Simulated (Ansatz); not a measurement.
# zinc-blende GaP: the defect Al on the Ga site

Level of theory: PBE, PAW (plane waves to 420 eV; Ansatz, a first-principles code). The supercell holds 64 host sites (2×2×2 repeats of a cell of 8 atoms), with a 2×2×2 shifted k-point sampling for the final energies. Site at the start: the Ga site. Charged cells carry a point-charge image correction with potential alignment at far atoms. Dielectric constants: PBE linear response of the host. Host gap at this level: 1.57 eV. These values are not converged in cell size to better than tenths of an eV. The semilocal functional narrows the gap, so deep levels can fall outside it. Spin–orbit coupling is left out. Each state is the lowest found from its start.

Formation energies E_f are given with the Fermi level at the valence-band maximum. Chemical conditions: Ga-rich (Δμ(Ga) = 0.00 eV, Δμ(Al) = -0.40 eV, bounded by zinc-blende AlP; only phases computed here count, gases as isolated molecules at 0 K); P-rich (Δμ(Ga) = -0.86 eV, Δμ(Al) = -1.26 eV, bounded by zinc-blende AlP; only phases computed here count, gases as isolated molecules at 0 K). Reference phases: Al: fcc Al, Ga: alpha gallium.

Charges with a result: +1, 0, −1. Others weren't obtained, and one of them could lie lower, also by skipping a charge.

```tsv
charge	moment (μB)	largest move off a lattice site (Å)	image correction with alignment (eV)	E_f, Ga-rich (eV)	E_f, P-rich (eV)
+1*	quenched	0.00	–	–	–
0	not spin-polarised	0.00	0.00	0.02	0.02
−1*	quenched	0.01	–	–	–
```

* At this level the carrier isn't localised at the defect: at charge +1 holes occupy the valence band; at charge −1 electrons occupy the conduction band. Such a state is shallow or no state of the defect, and this cell gives it no level.

Starting moments that weren't kept: charge +1 began with 1 μB and ended with 0.0; charge −1 began with 1 μB and ended with 0.0.
